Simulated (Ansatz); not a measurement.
Functionals compared on CO on the 1x1 (110) surface of 3C silicon carbide (cut with top plane C + Si), one in a 2x2 cell, started at the site 'over C at depth 1.5 Å', in Ansatz (plane waves, PAW). The structure was relaxed with PBE; the other rows are single points on it, each with its references at the same level. Cutoff 420 eV (500 eV for r2SCAN). HSE06 used the coarser mesh 3x2x1.

Host crystal: 3C silicon carbide, with a band gap (PBE, scalar-relativistic without spin-orbit coupling).

Model: 50-atom slab, 7.7 Å thick at the start under the adsorbate (thin: gaps and levels are the slab's own), 3x3x1 mesh, Fermi-Dirac 0.01 eV, dipole correction, 24 atoms held, the rest relaxed; start symmetry kept, larger cells not searched; no spin, no spin-orbit, no U, no dispersion correction. At the end it is bonded to Si. In PBE it is, or lies within 0.03 eV of, the lowest of the starts that converged. These notes are the PBE run's. Adsorption energies are against CO(g). A negative adsorption energy means that the adsorbate is more stable on the surface than in its reference.

```tsv
functional	adsorption energy (eV)	rough cost of the single point
PBE	-0.79	–
RPBE	-0.55	roughly 100 core-seconds
r2SCAN	-0.86	roughly 2.6 core-minutes
HSE06	…	about 40 core-minutes (a rough figure)
```

What belongs in the gaps?


- HSE06, adsorption energy (eV): -0.68

Ansatz is a first-principles code.
